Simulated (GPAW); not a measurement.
A self-consistent single point of NiPt₃ (Pm-3m, 4 atoms in the cell) with GPAW.

Method: LDA (Perdew-Wang 92), GPAW PAW datasets LDA (gpaw-data 1.0.1) (plane waves; GPAW).

```
NiPt3
1.0
    3.83846     0.00000     0.00000
    0.00000     3.83846     0.00000
    0.00000     0.00000     3.83846
Ni Pt
1 3
Cartesian
  0.00000   0.00000   0.00000
  0.00000   1.91923   1.91923
  1.91923   0.00000   1.91923
  1.91923   1.91923   0.00000
```
Moments meant for the start (each program seeds them in its own way; μB, in the order of the atoms Ni Pt Pt Pt): 2.0 0.0 0.0 0.0.

Reference input (self-consistent single point, DFT PBEsol, plane waves, GPAW PAW datasets PBEsol (made by gpaw-setup)): spinpol = true; mode = pw; ecut = 850 eV; xc = PBEsol; kpts = 9 9 9; mesh shift (steps) = 0 0 0; occupations.name = methfessel-paxton; occupations.width = 0.1 eV; occupations.order = 0; nbands = -8; symmetry.symmorphic = false; symmetry.tolerance = 0.0005. This run's input differs from it in these lines:

```diff
@@ -18,3 +18,3 @@
             mode={'name': 'pw', 'ecut': 850},
-            xc='PBEsol',
+            xc='LDA',
             kpts=(9, 9, 9),
```

Its files differ too (potentials: GPAW PAW datasets LDA (gpaw-data 1.0.1)).

Output, abridged:

```
     iter     time        total  log10-change:  magmom
                         energy   eigst   dens
iter:   1 --:--:--   -37.235987                   +2.0007
iter:   2 --:--:--   -35.055149   -0.76  -1.49    +0.7354
iter:   3 --:--:--   -36.155216   -0.87  -1.53    +0.2154
iter:   4 --:--:--   -33.900959   -2.36  -1.43    +0.3705
iter:   5 --:--:--   -34.700200   -1.00  -1.53    +0.4218
   [... 3 lines left out ...]
iter:   9 --:--:--   -32.320411   -2.47  -2.08    +0.2630
iter:  10 --:--:--   -32.370232   -2.45  -2.42    +0.2732
iter:  11 --:--:--   -32.249241   -3.04  -2.40    +0.3083
   [... lines left out ...]
iter:  15 --:--:--   -32.256864c  -4.20  -3.16    +0.5479
iter:  16 --:--:--   -32.261297c  -4.95  -3.54    +0.6571
iter:  17 --:--:--   -32.247776c  -4.11  -3.42    +0.3279
   [... 4 lines left out ...]
iter:  22 --:--:--   -32.239807c  -6.46  -3.31    +0.0057
iter:  23 --:--:--   -32.238499c  -5.29  -3.35    +0.0057
iter:  24 --:--:--   -32.238216c  -5.86  -3.67    +0.0071
iter:  25 --:--:--   -32.238259c  -6.53  -3.92    +0.0059
iter:  26 --:--:--   -32.238233c  -7.39  -4.15c   +0.0093
iter:  27 --:--:--   -32.238217c  -6.86  -4.21c   -0.0009
iter:  28 --:--:--   -32.238210c  -8.31c -4.35c   -0.0010
Converged after 28 iterations.

Dipole moment: (-0.000000, -0.000000, -0.000000) |e|*Ang

Total magnetic moment: (0.000000, 0.000000, -0.001015)
Local magnetic moments:
   0 Ni ( 0.000000,  0.000000, -0.000613)
   1 Pt ( 0.000000,  0.000000, -0.000112)
   2 Pt ( 0.000000,  0.000000, -0.000112)
   3 Pt ( 0.000000,  0.000000, -0.000112)

Energy contributions relative to reference atoms: (reference = -1541590.842476)

Kinetic:        -19.573943
Potential:      +15.550052
External:        +0.000000
XC:             -26.442227
Entropy (-ST):   -0.046355
Local:           -1.748914
SIC:             +0.000000
--------------------------
Free energy:    -32.261388
Extrapolated:   -32.238210

Spin contamination: 0.000015 electrons
Showing only first 2 kpts
                      Up                     Down
   [... lines left out ...]
Fermi level: 10.95152
No gap
   [... lines left out ...]
Energy (eV): -32.23821

Forces in eV/Ang:
  0 Ni   -0.00000   -0.00000   -0.00000
  1 Pt    0.00000    0.00000    0.00000
  2 Pt    0.00000    0.00000    0.00000
  3 Pt    0.00000    0.00000   -0.00000

Stress tensor:
     0.059071    -0.000000     0.000000
    -0.000000     0.059071     0.000000
     0.000000     0.000000     0.059071
Stress (GPa, Voigt): [ 9.4642  9.4642  9.4642  0.      0.     -0.    ]
```

The run converged in 28 iterations. GPAW prints stress with tension positive. Against the reference run the pressure goes from -3.08 to -9.46 GPa.

The starting cell comes from a database of computed structures (which also holds hypothetical and non-ambient phases and stackings), without a prior relaxation at this level. Its lattice was rescaled by a random factor within 2.5 % of one. The starting moments vanished: the run ended non-magnetic, which need not be the lowest state. With a pressure of about -9 GPa the cell is away from its equilibrium volume at this level.

Cost on one core of a shared machine: roughly 6 min.
